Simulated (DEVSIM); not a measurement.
Device: abrupt Si p-n junction, at 400 K.

| layer (left to right) | material | thickness (μm) | Nd (cm⁻³) | Na (cm⁻³) | τn (s) | τp (s) |
|---|---|---|---|---|---|---|
| 1 | Si | 5.60 | - | 1.1e18 | 4.1e-7 | 4.1e-7 |
| 2 | Si | 48.0 | 1e15 | - | 4.1e-7 | 4.1e-7 |

Left contact: ohmic. Right contact: ohmic. Voltage is applied to the left contact. Recombination: SRH at mid-gap. Mobility is μmin + (μ − μmin)/(1 + (N/Nref)^α).

This is a model device: material constants are rounded textbook-type values typed into the input, and sizes, dopings and lifetimes were drawn at random. Values at 300 K; Nc and Nv go as T^1.5, mobilities as T to minus their exponent, the gap by Varshni's rule with the affinity fixed.

```tsv
parameter	Si
gap (eV)	1.124
affinity (eV)	4.05
permittivity	11.7
Nc (cm⁻³)	2.86e19
Nv (cm⁻³)	3.1e19
μn (cm²/Vs)	1417
μp (cm²/Vs)	470
μn,min	52
μp,min	45
Nref,n	9.7e16
Nref,p	2.2e17
αn	0.68
αp	0.72
T exponent of μn	2.3
T exponent of μp	2.2
Varshni α (eV/K)	0.000473
Varshni β (K)	636
```

DEVSIM, 1D drift-diffusion, Boltzmann statistics, complete ionisation; no tunnelling, impact ionisation, image-force lowering or self-heating.

The doping Nd of layer 2 was swept, all else fixed.

| doping Nd of layer 2 (cm^-3) | potential step across the device at zero bias (V) | dark forward voltage at 1 A/cm² (V) | largest field in the device at zero bias (V/cm) |
|---|---|---|---|
| 3e13 | 0.478 | 0.424 | 66000 |
| 1e14 | 0.519 | 0.409 | 66000 |
| 3e14 | 0.556 | 0.404 | 66000 |
| 1e15 | 0.598 | 0.408 | 67000 |
| 3e15 | 0.636 | 0.425 | 68000 |
| 1e16 | 0.677 | 0.454 | 75000 |
| 3e16 | 0.715 | 0.488 | 92000 |

From the first row to the last the potential step across the device at zero bias goes from 0.478 to 0.715. From the first row to the last the dark forward voltage at 1 A/cm² goes from 0.424 to 0.488.
